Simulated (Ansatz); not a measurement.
The reference is Os in the hcp (Mg type) structure (space group P6_3/mmc, No. 194; relaxed with 0.1 eV smearing).

```xyz
2
Lattice="2.7543 0.0000 0.0000 -1.3772 2.3853 0.0000 0.0000 0.0000 4.3474" Properties=species:S:1:pos:R:3 pbc="T T T"
Os     1.3772     0.7951     3.2605
Os     0.0000     1.5902     1.0868
```

All numbers come from PBE (Ansatz, an electronic-structure program; PAW; 420 eV plane waves; spin-orbit coupling left out).

Base values:

```
Quantity    Value
--------  -------
Pressure  0.0 GPa
Band gap     zero
```

The change: an isotropic linear strain of −2.00 %; the atoms relax in the strained cell.

**Question.** Estimate the effect on the pressure, energy relative to the base and band gap.

**Answer.** The pressure (mean of the normal stresses, compression positive) goes from zero to 27.8 GPa; the energy rises by 69 meV/atom; the band gap stays zero.

Whether these cells are dynamically stable was not tested. The final runs are not spin-polarised.
